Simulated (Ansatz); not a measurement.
Start from MgSe in the rock salt structure (space group Fm-3m, No. 225).

```
MgSe
1.0
    0.00000     2.73618     2.73618
    2.73618     0.00000     2.73618
    2.73618     2.73618     0.00000
Mg Se
1 1
Direct
  0.00000   0.00000   0.00000
  0.50000   0.50000   0.50000
```

All numbers come from r2SCAN in Ansatz (plane waves to 500 eV, PAW, scalar-relativistic without spin-orbit coupling).

Strains are applied to the cell and any free atomic positions relax.

One change was made to it. Results:

```tsv
quantity	base	after
valley order (the lowest conduction-band minima on the path, energy above the VBM, named in the base's zone)	X along ⟨100⟩ 2.48 eV; Γ 3.44 eV	X along ⟨100⟩ 2.61 eV; Γ 4.01 eV
energy relative to the base (free energy F)	0 meV/atom	+26 meV/atom
electron mass	0.48 mₑ along k, 0.25 mₑ across (at X)	0.49 mₑ along k, 0.25 mₑ across (at X)
hole mass (degenerate bands, along [100])	0.20, 0.79, 0.79 mₑ (at Γ)	0.21, 0.73, 0.73 mₑ (at Γ)
```

Problem. Which change produced these results?
A) isotropic strain −2.50 %
B) isotropic strain −1.00 %
C) isotropic strain −3.00 %

Solution. A, isotropic strain −2.50 %. For comparison, the valley order in the other runs: isotropic strain −1.00 % gives X along ⟨100⟩ 2.53 eV; Γ 3.66 eV; isotropic strain −3.00 % gives X along ⟨100⟩ 2.63 eV; Γ 4.13 eV.

The levels and masses belong to the bands next to the band gap. Masses are band curvatures over ±0.01 Å⁻¹ around the edge. Along k means along the line from Γ to the band edge. No phonon test of stability was made.

Ansatz is a quantum-chemistry and plane-wave program.
